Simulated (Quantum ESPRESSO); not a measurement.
# Several settings converged on SrGe2Ru2 (I4mm, 5 atoms in the cell)

```
Sr(GeRu)2
1.0
   -2.15004     2.15004     5.14129
    2.15004    -2.15004     5.14129
    2.15004     2.15004    -5.14129
Sr Ge Ru
1 2 2
Direct
  0.00486   0.00486   0.00000
  0.64218   0.64218   0.00000
  0.35782   0.35782   0.00000
  0.75000   0.25000   0.50000
  0.25000   0.75000   0.50000
```

Base method: LDA (PZ), GBRV 1.5 ultrasoft (LDA) pseudopotentials (plane waves; Quantum ESPRESSO 7.5).

Base settings: ecutwfc = 50 Ry; ecutrho = 400 Ry; occupations = smearing; smearing = fermi-dirac; degauss = 0.0073499 Ry; potentials = {Sr: sr_lda_v1.uspp.F.UPF, Ge: ge_lda_v1.4.uspp.F.UPF, Ru: ru_lda_v1.2.uspp.F.UPF}; K_POINTS = automatic 4 4 4 0 0 0; conv_thr = 1e-11 Ry.

The count of work is k-points × plane waves × bands × iterations; it is no time. Core times come from one kind of shared machine, to one figure; runs under 30 s give none.

**The plane-wave cutoff**

Moved along: ecutrho.

The mesh stays at the base's, so the ladder's end is converged at best in this setting alone.

Only quantities that move along the ladder and can be compared are tabulated.

| ecutwfc | free energy less the last step's (meV/atom) | pressure (GPa) | largest difference of a force vector from the last step's (eV/Å) | count of work / last | core time / last (rough) |
|---|---|---|---|---|---|
| 17.5 Ry | 16641.35 | -564.29 | 0.882 | 0.098 | – |
| 22 Ry | 3494.64 | -159.38 | 0.133 | 0.13 | 0.1 |
| 28 Ry | 334.92 | -26.57 | 0.006 | 0.18 | 0.1 |
| 35 Ry | 12.31 | -4.70 | 0.001 | 0.25 | 0.2 |
| 50 Ry | 2.72 | -3.80 | 0.000 | 0.43 | 0.3 |
| 88 Ry | 0.00 | -3.82 | 0.000 | 1.0 | 1 |

Coarsest ecutwfc that holds the forces within 0.02 eV/Å of the last step, with all finer ones: 28 Ry, at 0.18 of the last step's count of work and about 0.1 of the last step's time; the step before is off by 0.13 eV/Å.

Coarsest ecutwfc that holds the free energy within 5 meV/atom: not settled: the last two steps still differ by 2.7 meV/atom, over half the tolerance, so the ladder does not show it.

Coarsest ecutwfc that holds the pressure within 0.5 GPa of the last step, with all finer ones: 50 Ry, at 0.43 of the last step's count of work and about 0.3 of the last step's time; the step before is off by 0.89 GPa.

At the lowest cutoff the pressure lies 560 GPa under the last step's, the usual sign of Pulay stress in an incomplete plane-wave basis.

**The cutoff for other potential files**

Level: DFT, LDA (PZ), plane waves, PSlibrary ultrasoft (LDA, semicore) pseudopotentials.

In this ladder: pseudopotentials = {Sr: Sr.pz-spn-rrkjus_psl.1.0.0.UPF, Ge: Ge.pz-dn-rrkjus_psl.1.0.0.UPF, Ru: Ru.pz-spn-rrkjus_psl.1.0.0.UPF}. Moved along: ecutrho.

The second cell is the first with its lattice scaled by 0.98.

The mesh stays at the base's, so the ladder's end is converged at best in this setting alone.

Only quantities that move along the ladder and can be compared are tabulated.

```csv
ecutwfc,free energy less the last step's (meV/atom),energy of the compressed cell less the first (meV/atom),pressure (GPa),largest difference of a force vector from the last step's (eV/Å),count of work / last,core time / last (rough)
27 Ry,2947.63,-8.94,-138.09,0.072,0.16,–
42 Ry,72.99,5.97,-4.49,0.006,0.32,0.5
60 Ry,17.74,5.68,-4.04,0.000,0.55,0.7
90 Ry,0.00,5.68,-3.48,0.000,1.0,1
```

Coarsest ecutwfc that holds the pressure within 0.5 GPa: not settled: the last two steps still differ by 0.56 GPa, over half the tolerance, so the ladder does not show it.

Coarsest ecutwfc that holds the energy of the compressed cell less the first within 1 meV/atom of the last step, with all finer ones: 42 Ry, at 0.32 of the last step's count of work; the step before is off by 15 meV/atom.

Coarsest ecutwfc that holds the forces within 0.01 eV/Å of the last step, with all finer ones: 42 Ry, at 0.32 of the last step's count of work; the step before is off by 0.072 eV/Å.

At the lowest cutoff the pressure lies 135 GPa under the last step's, the usual sign of Pulay stress in an incomplete plane-wave basis.

On the base run: the starting cell comes from a database of computed structures (which also holds hypothetical and non-ambient phases and stackings), without a prior relaxation at this level. Its lattice was rescaled by up to half a per cent. One atom was moved a little off its site on purpose. Spin polarisation is off. In the base run, with a pressure of about -4 GPa the cell is away from its equilibrium volume at this level. Without a gap this mesh is coarse (it stands for a supercell whose shortest vector is 17 Å).
